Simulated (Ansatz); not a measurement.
Au on the 1x1 (110) surface of bcc W, one in a 2x2 cell, energies for each (28.7 Å²). Energies are against an atom of fcc Au, without zero-point or thermal terms; each row is named by its start.

These are PBE (plane waves to 420 eV, PAW; Ansatz, a quantum-chemistry and plane-wave program) values and carry that method's errors.

Set-up: 17 atoms, 6.6 Å thick at the start under the adsorbate (thin: gaps and levels are the slab's own); mesh 6x6x1; 0.1 eV smearing; dipole correction on; 8 atoms held, the rest relaxed; each run with such symmetry as its start has; no spin, no spin-orbit, no U, no dispersion correction.

A negative adsorption energy means that the adsorbate is more stable on the surface than in its reference. Heights count from the host atoms within 0.3 Å of the top one.

```csv
starting site,E_ads (eV),height (Å),nearest host atom (Å),bonded to,Δ work function (eV),lateral drift (Å)
top W,0.23,2.53,W 2.52,W,-0.33,0.0
hollow W-W-W,-0.55,2.13,W 2.74,3 W,-0.61,0.0
bridge W-W (span 2.8 Å),-0.37,2.27,W 2.66,2 W,-0.61,0.0
bridge W-W (span 3.2 Å),-0.51,2.10,W 2.68,4 W,-0.58,0.0
```
